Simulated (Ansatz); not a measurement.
- Surface: single layer of PtSe₂ (symmetry P-3m1 as a slab, 3 atoms a cell)
- Vacuum level minus Kohn-Sham valence edge: 5.73 eV
- Vacuum level minus Kohn-Sham conduction edge: 4.34 eV
- Gap of the slab on its mesh: 1.39 eV
- Apparent barrier, filled states, bias minus 1.1 V: 6.1 eV (κ = 1.27 1/Å)
- Apparent barrier, filled states, bias minus 1.7 V: 6.4 eV (κ = 1.29 1/Å)
- Apparent barrier, empty states, bias plus 1.1 V: 5.0 eV (κ = 1.15 1/Å)
- Apparent barrier, empty states, bias plus 1.7 V: 5.2 eV (κ = 1.17 1/Å)

All values below come from PBE, Tersoff-Hamann images (plane waves, PAW; Ansatz, a first-principles code).

The apparent barrier is ħ²κ²/2m, with κ from the fall of the mean window density between 3.5 and 5 Å; states of large in-plane momentum fall faster than their energy alone says. Mesh 18×18×1, no spin-orbit coupling, no spin polarisation; biases count from the run's Fermi level.
